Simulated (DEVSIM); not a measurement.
Device: Ru/SiO2/p-InP capacitor, at 400 K.

| layer (left to right) | material | thickness (nm) | Na (cm⁻³) |
|---|---|---|---|
| 1 | SiO2 | 6.50 | - |
| 2 | InP | 8400 | 5.5e15 |

Metal gate on the left, work function 4.7 eV. Fixed charge at the semiconductor interface 0 cm⁻² (in units of +e); no interface traps.

This is a model device: material constants are rounded textbook-type values typed into the input, and sizes, dopings and lifetimes were drawn at random. Values at 300 K; Nc and Nv go as T^1.5, mobilities as T to minus their exponent, the gap by Varshni's rule with the affinity fixed.

| parameter | SiO2 | InP |
|---|---|---|
| gap (eV) | 9 | 1.344 |
| affinity (eV) | 0.9 | 4.38 |
| permittivity | 3.9 | 12.5 |
| Nc (cm⁻³) | - | 5.7e17 |
| Nv (cm⁻³) | - | 1.1e19 |
| Varshni α (eV/K) | - | 0.000363 |
| Varshni β (K) | - | 162 |

Model (solved in DEVSIM): 1D Poisson equation in equilibrium, Boltzmann statistics, complete ionisation; no quantum confinement or tunnelling. Metal contacts follow the ideal Schottky-Mott rule: no Fermi-level pinning, no interface dipoles.

Q: Tabulate band edges, carrier densities and field at -0.2 V on the gate.

A: Energies count from the Fermi level of the right contact; mesh points crowd at the junctions.

```tsv
x (μm)	Ec (eV)	Ev (eV)	n (cm⁻³)	p (cm⁻³)	field (V/cm)
0.000	4.000	-5.000	< 1e2	< 1e2	83000
0.001310	4.011	-4.989	< 1e2	< 1e2	83000
0.003464	4.029	-4.971	< 1e2	< 1e2	83000
0.005553	4.046	-4.954	< 1e2	< 1e2	83000
0.007142	0.576	-0.735	4.9e10	9.2e9	26000
0.009546	0.582	-0.729	4.1e10	1.1e10	26000
0.01549	0.597	-0.714	2.6e10	1.7e10	25000
0.03641	0.649	-0.663	5.9e9	7.5e10	24000
0.08034	0.745	-0.567	3.6e8	1.2e12	20000
0.1803	0.907	-0.405	3300000	1.3e14	12000
0.4137	1.028	-0.283	98000	4.5e15	970
1.298	1.034	-0.277	81000	5.5e15	≈ 0
3.021	1.034	-0.277	81000	5.5e15	≈ 0
5.881	1.034	-0.277	81000	5.5e15	≈ 0
7.609	1.034	-0.277	81000	5.5e15	≈ 0
8.066	1.034	-0.277	81000	5.5e15	≈ 0
8.261	1.034	-0.277	81000	5.5e15	≈ 0
8.345	1.034	-0.277	81000	5.5e15	≈ 0
8.388	1.034	-0.277	81000	5.5e15	≈ 0
8.399	1.034	-0.277	81000	5.5e15	≈ 0
8.404	1.034	-0.277	81000	5.5e15	≈ 0
8.406	1.034	-0.277	81000	5.5e15	≈ 0
```
